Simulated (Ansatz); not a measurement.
Take ZnO (space group Pm-3n, No. 223; a = 5.577 Å; a hypothetical phase, not in the database extracts checked) as the base. Axes: x, y, z lie along the cube axes.

Level of theory: DFT with PBEsol, PAW potentials and a 420 eV plane-wave cutoff in Ansatz (a first-principles code), scalar-relativistic without spin-orbit coupling.

Perturbation: uniaxial strain ε_xx = +2.35 %, all other strain components held at zero; the atoms relax in the strained cell.

Q: Predict the stress tensor and what it implies for the stiffness.

A: Stress of the strained cell less that of the base (GPa, compression positive):
```
  -4.09    0.00    0.00
   0.00   -1.83    0.00
   0.00    0.00   -1.83
```

Then −Δσ_ii/ε with ε = 0.0235 gives secant stiffness values (nonlinear terms included at this strain): C11 ≈ 174 GPa, C12 ≈ 78 GPa and C13 ≈ 78 GPa.

As a check, the harmonic strain energy −½ V₀ Δσ:ε is 4.3 meV/atom; the computed energy rise is 4.4 meV/atom.

Stability against distortions was not tested.
